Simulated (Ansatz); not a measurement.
Ansatz (a first-principles code) run on CuPd (Pm-3m, 2 atoms in the cell): relaxation of cell and atoms.

Level of theory: PBEsol, default PAW files made with PBE (plane waves; Ansatz).

The change in words: atoms on their sites; basis.ecutwfc: 30.9 Ry → 15.4 Ry; relax: default → cell and atoms. Reference geometry:
```
CELL_PARAMETERS angstrom
      2.96552     0.00000     0.00000
      0.00000     2.96552     0.00000
      0.00000     0.00000     2.96552
ATOMIC_POSITIONS crystal
  Cu 0.00000 0.00000 0.01686
  Pd 0.50000 0.50000 0.50000
```

Reference input (self-consistent single point, DFT, PBEsol, plane waves, default PAW files made with PBE): basis.ecutwfc = 30.9 Ry; kpoints.mp_grid.grid = 11 11 11; hamiltonian.xc = pbesol; hamiltonian.pseudopotentials = {kind: paw} (the program's default PAW files); scf.occupations.method = gaussian; scf.occupations.width = 0.0073 Ry. This run's input differs from it in these lines:

Ansatz 0.2 input:
```diff
@@ -6,6 +6,6 @@
   atoms:
-    - { symbol: Cu, position: [0.000000, 0.000000, 0.016860] }
+    - { symbol: Cu, position: [0.000000, 0.000000, 0.000000] }
     - { symbol: Pd, position: [0.500000, 0.500000, 0.500000] }
 basis:
-  ecutwfc: 30.9 Ry
+  ecutwfc: 15.4 Ry
 kpoints:
@@ -17,2 +17,4 @@
   occupations: { method: gaussian, width: 0.0073 Ry }
+relax:
+  cell: {}
 output:
```

Output, abridged:

```
   [... SCF lines of the steps left out ...]
relax step   1: F+E_penalty+E_count = -13476.46763190 eV  Δ(F+E_penalty+E_count) = +0.000e0 eV  max|allowed force component| = 9.756e-29 eV/Å  Δτ_max = 0.0000 Å  P = -0.654 GPa  Ω = 26.080 Å³  (7 SCF iters, dr2 threshold 1.00e-7 eV, accepted)
relax step   2: F+E_penalty+E_count = -13476.79209819 eV  Δ(F+E_penalty+E_count) = -3.245e-1 eV  max|allowed force component| = 1.906e-30 eV/Å  Δτ_max = 0.0000 Å  P = +7.952 GPa  Ω = 25.990 Å³  energy of the carried Pulay correction = +3.265e-1 eV  [...]
   [... lines left out ...]
relax step 119: F+E_penalty+E_count = -13476.36590454 eV  Δ(F+E_penalty+E_count) = +2.604e-2 eV  max|allowed force component| = 4.043e-30 eV/Å  Δτ_max = 0.0000 Å  P = -0.003 GPa  Ω = 26.077 Å³  energy of the carried Pulay correction = -2.606e-2 eV  [...]
relax step 120: F+E_penalty+E_count = -13476.47838506 eV  Δ(F+E_penalty+E_count) = -1.125e-1 eV  max|allowed force component| = 2.235e-30 eV/Å  Δτ_max = 0.0000 Å  P = -0.642 GPa  Ω = 26.077 Å³  stress off target by 6.42e-1 GPa  SCF on the basis [...]
basis re-selected at this cell: Δ(F+E_penalty+E_count) = -1.125e-1 eV, ΔP = -0.640 GPa vs the last step
   [... lines left out ...]
Free energy (F): -13476.478385 eV
Fermi energy:    17.924849 eV
Error: variable-cell relaxation did not converge after 120 `relax_step` rows, as none of its last 59 fresh-basis SCF(s) at a relaxed cell met both thresholds with a finite energy. The last misses `relax.cell.stress_tol`: largest allowed force component 2.24e-30 eV/Å (`relax.f_tol` 1.00e-2 eV/Å), stress off the target on the free part of the cell 6.42e-1 GPa (`relax.cell.stress_tol` 5.00e-2 GPa), F+E_penalty+E_count -13476.47838506 eV. The closest is row 34, whose structure comes with this error. Larger ratio of force or stress to its threshold at each such SCF whose figures are numbers: 16.832, 8.209, 11.917, 15.379, 10.362, 17.590, 7.122, 10.341, 17.634, 7.057, 10.248, 17.768, [...]
   [... lines left out ...]
to start a new deck from the relaxed geometry:
  cell:  # Å, volume = 26.0617 Å³
    - [2.964838293923449, -1.0517383055677169e-33, -1.2237679854960563e-34]
    - [-1.1801336351935325e-33, 2.964838293923449, -1.2839532962581572e-34]
    - [-1.2237679854960563e-34, -1.2839532962581572e-34, 2.964838293923449]
  atoms:
    - { symbol: Cu, position: [-3.3936229876423434e-48, -6.12871006975069e-49, -2.1342331537014166e-48] }
    - { symbol: Pd, position: [0.49999999999999994, 0.49999999999999994, 0.49999999999999994] }
```

The relaxation ended unconverged.  The full log also holds: “iter 4 did not close the SCF: its close was put off for the readings that it lacked (scf_convergence_deferred on its scf_iter line)”. The full log also holds: “iter 5 did not close the SCF: its close was put off for the readings that it lacked (scf_convergence_deferred on its scf_iter line)”.

The starting cell comes from a database of computed structures (which also holds hypothetical and non-ambient phases and stackings), without a prior relaxation at this level. Its lattice was rescaled by up to half a per cent. The cutoff lies below the one recommended for these files.

Cost on one core of a shared machine: roughly 3 min.
